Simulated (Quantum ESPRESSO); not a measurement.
Quantum ESPRESSO 7.5, DFT, PBE, plane waves, SSSP 1.1.2 efficiency PBE: bcc Ta, atoms displaced (Ta6), 6 atoms. Basis and mesh were picked for this test and aren't claimed converged.

```json
{
 "cell": "3.31, 3.31, 9.92 Å; 90, 90, 90°",
 "distance_to_the_nearest_atom": "2.73 to 2.79 Å",
 "task": "scf",
 "k mesh": "5×5×2",
 "ecutwfc": "45 Ry",
 "ecutrho": "360 Ry",
 "occupations": "smearing",
 "smearing": "mv",
 "degauss": "0.02 Ry",
 "conv_thr": "6e-09 Ry",
 "tprnfor": "true",
 "tstress": "false",
 "k-point pools (-nk)": "8",
 "diagonalization": "david (default)",
 "k-points computed": "26",
 "bands": "47",
 "electrons": "78",
 "G-vectors of the density": "84253",
 "FFT grid": "40×40×120"
}
```

One run each.

All on 8 ranks. Base settings, kept where nothing else is said: mixing_mode = plain (default), mixing_beta = 0.7 (default), mixing_ndim = 8 (default). The settings tried:
- mixing_ndim = 4
- mixing_mode = local-TF, mixing_beta = 0.4
- mixing_ndim = 2
- mixing_mode = TF, mixing_beta = 1
- mixing_beta = 0.1
- mixing_mode = TF, mixing_beta = 0.2
- mixing_mode = TF, mixing_beta = 0.4
- mixing_beta = 0.4
- mixing_mode = local-TF
- mixing_mode = TF, mixing_beta = 0.1
- mixing_mode = local-TF, mixing_beta = 0.1
- mixing_ndim = 16
- mixing_mode = local-TF, mixing_beta = 0.2
- mixing_beta = 0.2
- mixing_beta = 1
- mixing_mode = TF
- the base settings

Task: Name the extremes by SCF iterations: fewest, most, and any that don't converge.

Result: Fewest SCF iterations, with those close behind: mixing_mode = TF, mixing_beta = 1 (9); mixing_mode = local-TF (9); mixing_mode = TF (10); mixing_mode = local-TF, mixing_beta = 0.4 (10); mixing_mode = TF, mixing_beta = 0.4 (11). Most among those that reach the base run's result: mixing_ndim = 4 (24); mixing_beta = 0.1 (22). No count from: mixing_ndim = 2 (unfinished when stopped at the time that we allowed, after 70 SCF iterations). All the others converged.

| setting | SCF iterations | end |
|---|---|---|
| mixing_mode = TF, mixing_beta = 1 | 9 | converged |
| mixing_mode = local-TF | 9 | converged |
| mixing_mode = TF | 10 | converged |
| mixing_mode = local-TF, mixing_beta = 0.4 | 10 | converged |
| mixing_mode = TF, mixing_beta = 0.4 | 11 | converged |
| mixing_mode = local-TF, mixing_beta = 0.2 | 13 | converged |
| mixing_beta = 0.2 | 14 | converged |
| mixing_mode = TF, mixing_beta = 0.2 | 14 | converged |
| mixing_ndim = 16 | 14 | converged |
| the base settings | 15 | converged |
| mixing_beta = 0.4 | 15 | converged |
| mixing_beta = 1 | 17 | converged |
| mixing_mode = local-TF, mixing_beta = 0.1 | 17 | converged |
| mixing_mode = TF, mixing_beta = 0.1 | 19 | converged |
| mixing_beta = 0.1 | 22 | converged |
| mixing_ndim = 4 | 24 | converged |
